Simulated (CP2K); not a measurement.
## Several settings converged on Ag (Fm-3m, 1 atom in the cell)

```yaml
crystal:
  lattice:
    - [2.90653, 0.00000, 0.00000]
    - [1.45326, 2.51713, 0.00000]
    - [1.45326, 0.83904, 2.37317]
  atoms:
    - { symbol: Ag, position: [0.00000, 0.00000, 0.00000] }
```

Base method: PBE, GPW, DZVP-MOLOPT-SR-GTH basis, GTH-PBE potentials (GTH_POTENTIALS) run with CP2K.

Base settings: CUTOFF = 500 Ry; REL_CUTOFF = 60 Ry; SMEAR/METHOD = FERMI_DIRAC; ELECTRONIC_TEMPERATURE = 1160.45 K; KPOINTS/SCHEME = MONKHORST-PACK 6 6 6; GAMMA_CENTERED = T; XC_FUNCTIONAL = PBE; Ag/BASIS_SET = DZVP-MOLOPT-SR-GTH-q11; Ag/POTENTIAL = GTH-PBE-q11; METHOD = GPW.

**The k-point mesh at a smearing width of 0.02 eV**

In this ladder: ELECTRONIC_TEMPERATURE = 232.09 K. Moved along: GAMMA_CENTERED.

Only quantities that move along the ladder and can be compared are tabulated.

```tsv
KPOINTS/SCHEME	free energy less the last step's (meV/atom)	pressure (GPa)
MONKHORST-PACK 5 5 5	-124.43	2.93
MONKHORST-PACK 6 6 6	65.52	4.55
MONKHORST-PACK 7 7 7	-55.05	3.45
MONKHORST-PACK 9 9 9	-23.14	3.64
MONKHORST-PACK 10 10 10	8.68	4.15
MONKHORST-PACK 12 12 12	0.00	4.07
```

Coarsest KPOINTS/SCHEME that holds the free energy within 5 meV/atom: not settled: the last two steps still differ by 8.7 meV/atom, over half the tolerance, so the ladder does not show it.

Coarsest KPOINTS/SCHEME that holds the pressure within 1 GPa of the last step, with all finer ones: MONKHORST-PACK 6 6 6; the step before is off by 1.1 GPa.

**The width of Fermi-Dirac smearing**

In this ladder: KPOINTS/SCHEME = MONKHORST-PACK 10 10 10.

Narrow widths need finer meshes than wide ones, so the last steps can hold mesh noise.

Only quantities that move along the ladder and can be compared are tabulated; pressure and forces are left out, as mesh noise rules them at narrow widths.

```tsv
ELECTRONIC_TEMPERATURE	free energy less the last step's (meV/atom)	energy extrapolated to zero width less the last step's (meV/atom)
11604.5 K	-539.79	111.59
5802.26 K	-115.49	-7.13
2320.9 K	-17.46	-1.67
1160.45 K	0.00	0.00
```

Widest ELECTRONIC_TEMPERATURE that holds the energy extrapolated to zero width within 2 meV/atom: not settled: the last two steps still differ by 1.7 meV/atom, over half the tolerance, so the ladder does not show it.

Widest ELECTRONIC_TEMPERATURE that holds the free energy within 5 meV/atom: not settled: the last two steps still differ by 17 meV/atom, over half the tolerance, so the ladder does not show it.

The extrapolation to zero width removes most of the smearing's effect on the energy.

**The width of cold smearing**

In this ladder: SMEAR/METHOD = MARZARI_VANDERBILT; ELECTRONIC_TEMPERATURE = default; KPOINTS/SCHEME = MONKHORST-PACK 10 10 10.

Narrow widths need finer meshes than wide ones, so the last steps can hold mesh noise.

Only quantities that move along the ladder and can be compared are tabulated; pressure and forces are left out, as mesh noise rules them at narrow widths.

| SIGMA | free energy less the last step's (meV/atom) |
|---|---|
| 1 eV | -12.70 |
| 0.5 eV | 0.28 |
| 0.3 eV | 1.89 |
| 0.2 eV | 0.55 |
| 0.1 eV | -0.56 |
| 0.05 eV | 0.00 |

Widest SIGMA that holds the free energy within 5 meV/atom of the last step, with all finer ones: 0.5 eV; the step before is off by 13 meV/atom.

On the base run: the starting cell has typed, rounded lattice constants, without a prior relaxation at this level. Its lattice was rescaled by up to half a per cent. Values carry the incompleteness of an atom-centred basis. In the base run, with a pressure of about 5 GPa the cell is away from its equilibrium volume at this level. Without a gap this mesh is coarse (it stands for a supercell whose shortest vector is 17 Å).

Left out of this page: 3 runs of the series outside the window shown, repeating another row's setting, or not comparable.
